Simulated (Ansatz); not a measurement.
Consider Si in the diamond structure (space group Fd-3m, No. 227; a = 5.444 Å).

All numbers come from r2SCAN (Ansatz, an electronic-structure program; PAW; 500 eV plane waves; scalar-relativistic without spin-orbit coupling).

Before the change:

The band gap is 0.78 eV and the width of the top valence band is 4.00 eV. The lattice parameter a is 5.444 Å and the gap character is indirect, Γ → Γ–X (87 % along).

One thing is altered: every Si is replaced by Ge; the structure is relaxed again.

Task: What does the calculation give for the band gap, width of the top valence band, lattice parameter a and gap character after the change?

Result: The band gap drops by 0.42 eV to 0.36 eV; the width of the top valence band hardly moves (4.00 eV against 4.01 eV); the lattice parameter a goes up by 0.230 Å (5.444 Å → 5.674 Å); the gap character goes from indirect, Γ → Γ–X (87 % along) to direct at Γ.

Stability against distortions was not tested. The real Ge has an indirect gap at ambient pressure; r2SCAN orders its close-lying valleys differently.
